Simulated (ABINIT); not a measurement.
## Variants of one calculation on KLi2H3O3 (P2_1/m, 18 atoms in the cell)

```
CELL_PARAMETERS angstrom
      5.87553     0.00000     0.00000
      0.00000     5.24826     0.00000
     -1.46073     0.00000     6.25653
ATOMIC_POSITIONS crystal
  K  0.15632 0.75000 0.25558
  K  0.84368 0.25000 0.74442
  Li 0.65349 0.00478 0.17733
  Li 0.34651 0.99522 0.82267
  Li 0.34651 0.50478 0.82267
  Li 0.65349 0.49522 0.17733
  H  0.77013 0.75000 0.88644
  H  0.22987 0.25000 0.11356
  H  0.98102 0.75000 0.66238
  H  0.01898 0.25000 0.33762
  H  0.62073 0.75000 0.53438
  H  0.37927 0.25000 0.46562
  O  0.61519 0.75000 0.92612
  O  0.38481 0.25000 0.07388
  O  0.08329 0.75000 0.80876
  O  0.91671 0.25000 0.19124
  O  0.68110 0.75000 0.40356
  O  0.31890 0.25000 0.59644
```

Base run A: ABINIT 10.0.3 with LDA (PW92), PAW (JTH v2.0 LDA PAW), self-consistent single point.

Its settings: pseudos = [K.LDA_PW-JTH.xml, Li.LDA_PW-JTH.xml, H.LDA_PW-JTH.xml, O.LDA_PW-JTH.xml]; ecut = 30 Ha; pawecutdg = 60 Ha; ixc = 7; occopt = 1; ngkpt = 3 3 3; nshiftk = 1; shiftk = 0 0 0; potentials = JTH v2.0 LDA PAW; nband = 40; kptopt = 1; nstep = 80; tolvrs = 1e-10; diemac = 4.

The starting cell comes from a database of computed structures (which also holds hypothetical and non-ambient phases and stackings), without a prior relaxation at this level. Its lattice was rescaled by a random factor within 2.5 % of one. In the base run, with a pressure of about -7 GPa the cell is away from its equilibrium volume at this level.

ΔF is the free energy per atom less that of run A. A dash stands where there is no value to compare (another energy zero or no entropy term, no result, no spin, no clean gap, or a mesh too coarse for one). 

These are the values that this program gave, and no reference: the one-centre exchange-correlation terms come from a truncated expansion.

Runs:
- B: tolvrs: 1e-10 → default; toldfe: default → 3.7e-14 Ha
- C: pawecutdg: 60 Ha → 90 Ha
- D: ecut: 30 Ha → 15 Ha; pawecutdg: 60 Ha → 30 Ha
- E: lattice scaled by 0.97
- F: nband: 40 → 36
- G: kptopt: 1 → 2

```tsv
run	ΔF (meV/atom)	pressure (GPa)	largest force (eV/Å)	k-points	ending
A	0.00	-7.01	0.324	10	converged
B	–	–	–	10	not converged
C	0.00	-7.01	0.324	10	converged
D	95.5	-14.34	0.190	10	converged
E	-25.9	-2.11	1.146	10	converged
F	0.00	-7.01	0.324	10	converged
G	0.00	-7.01	0.324	14	converged
```

Run D against A: The free energy rises by 95.5 meV/atom, the pressure goes from -7.01 to -14.34 GPa, the largest force goes from 0.324 to 0.190 eV/Å and the gap on the mesh goes from 3.806 to 3.795 eV.

Run E against A: The free energy goes down by 25.9 meV/atom, the pressure goes from -7.01 to -2.11 GPa, the largest force goes from 0.324 to 1.146 eV/Å and the gap on the mesh goes from 3.806 to 4.218 eV.

Run F against A: The free energy hardly moves (within 1 meV/atom), the pressure stays at -7.01 GPa and the largest force stays at 0.324 eV/Å.
